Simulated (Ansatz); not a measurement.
Input:

End structure of a constructed model of the (0001) surface of hcp Re, a layer of V in place of the second plane (bottom of the slab: a bare face, its two planes held):

```yaml
crystal:
  lattice:
    - [2.77572, 0.00000, 0.00000]
    - [-1.38786, 2.40385, 0.00000]
    - [0.00000, 0.00000, 27.50000]
  atoms:
    - { symbol: Re, position: [0.66667, 0.33333, 0.29588] }
    - { symbol: Re, position: [0.33333, 0.66667, 0.37735] }
    - { symbol: Re, position: [0.66667, 0.33333, 0.45999] }
    - { symbol: Re, position: [0.33333, 0.66667, 0.53963] }
    - { symbol: V, position: [0.66667, 0.33333, 0.62035] }
    - { symbol: Re, position: [0.33333, 0.66667, 0.69965] }
```

Model: 6-atom slab, 11.2 Å thick at the start, 15x15x1 mesh, Fermi-Dirac 0.1 eV, dipole correction, 2 atoms held, the rest relaxed; start symmetry kept, larger cells not searched; spin-polarised, no spin-orbit, no U. The starting moment vanished. It is one candidate, not shown to be the stable structure of the face.

Problem. What is the computed work function of the top face (Ansatz (an electronic-structure program) with PBE)?

Solution. 4.97 eV
